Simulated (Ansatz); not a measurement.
# ZrSi2 (model structure, started from the MoSi2 type, I4/mmm, No. 139, 3 atoms in the cell): equilibrium lattice constant a by level of theory

No measured value is used here.

Put these levels in order of the equilibrium lattice constant a that they give for ZrSi2 (model structure, started from the MoSi2 type, I4/mmm, No. 139, 3 atoms in the cell), smallest first: PBE (Ansatz, a first-principles code), PBE-D3(BJ) (Ansatz), PBEsol (Ansatz).

PBE-D3(BJ) (3.238 Å), PBEsol (3.256 Å), PBE (3.288 Å)

Ansatz's density-functional and Hartree–Fock values are scalar-relativistic unless marked +SOC, with PAW data made under PBE.

A model structure was made by putting elements into a prototype or built by hand; it is no filed structure, need not be a known phase, and can be a saddle point held by its symmetry.
